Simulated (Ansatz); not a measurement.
Response to strain in Te

Base system: Te (space group P3_121, No. 152; a = 4.624 Å, c = 5.903 Å; made of chains). Axes: x lies along a and z along c of the hexagonal cell.

Strains are applied to the cell and any free atomic positions relax; under biaxial strain the out-of-plane vector relaxes too.

The values are results of Kohn–Sham DFT with the r2SCAN functional, run in Ansatz (a quantum-chemistry and plane-wave program) with PAW and 500 eV plane waves, scalar-relativistic without spin-orbit coupling, not measurements.

Notes on the quantities. pressure: mean of the normal stresses, compression positive.

| change | volume per atom | pressure | smallest direct gap | band gap | gap character |
|---|---|---|---|---|---|
| base | 36.44 Å³ | 0.00 GPa | 0.60 eV | 0.55 eV | indirect, k = (1/4, 3/8, -1/2) in the run's primitive reciprocal basis → H |
| biaxial strain −2.56 %, plane normal [001], relaxed out of plane | 35.11 Å³ | 0.33 GPa | 0.36 eV | (withheld) | indirect, L–H (80 % along) → H |
| biaxial strain −2.35 %, plane normal [001], relaxed out of plane | 35.22 Å³ | 0.30 GPa | 0.38 eV | 0.36 eV | indirect, L–H (80 % along) → H |
| biaxial strain +0.17 %, plane normal [001], relaxed out of plane | 36.53 Å³ | -0.02 GPa | 0.61 eV | 0.56 eV | indirect, k = (1/4, -3/8, -1/2) in the run's primitive reciprocal basis → H |
| biaxial strain +3.84 %, plane normal [001], relaxed out of plane | 38.52 Å³ | -0.32 GPa | 0.95 eV | 0.84 eV | indirect, L–H (40 % along) → H |
| isotropic strain +2.82 % | 39.61 Å³ | -1.30 GPa | 0.55 eV | 0.50 eV | indirect, k = (1/4, 3/8, -1/2) in the run's primitive reciprocal basis → H |
| isotropic strain +3.00 % | 39.82 Å³ | -1.36 GPa | 0.55 eV | 0.50 eV | indirect, k = (1/4, 3/8, -1/2) in the run's primitive reciprocal basis → H |
| uniaxial strain ε_xx = −0.35 % | 36.31 Å³ | 0.05 GPa | 0.58 eV | 0.54 eV | indirect, k = (3/8, 1/4, -1/2) in the run's primitive reciprocal basis → D₂ |
| uniaxial strain ε_xx = +1.08 % | 36.83 Å³ | -0.14 GPa | 0.61 eV | 0.57 eV | indirect, k = (1/4, 3/8, -1/2) in the run's primitive reciprocal basis → D₂ |
| uniaxial strain ε_zz = −0.79 % | 36.15 Å³ | 0.24 GPa | 0.65 eV | (withheld) | indirect, k = (1/4, 3/8, -1/2) in the run's primitive reciprocal basis → H |

**Question.** Fill in the withheld entries from the trend.

**Answer.** 
- biaxial strain −2.56 %, plane normal [001], relaxed out of plane, band gap: 0.34 eV
- uniaxial strain ε_zz = −0.79 %, band gap: 0.59 eV

Spin-orbit coupling, missing from the scalar runs, can matter with Te. Whether these cells are dynamically stable was not tested. No dispersion term is included, though the crystal is made of layers, chains or molecules, so its spacings can come out too wide. Labels are those of the standard path for the cell's own space group.
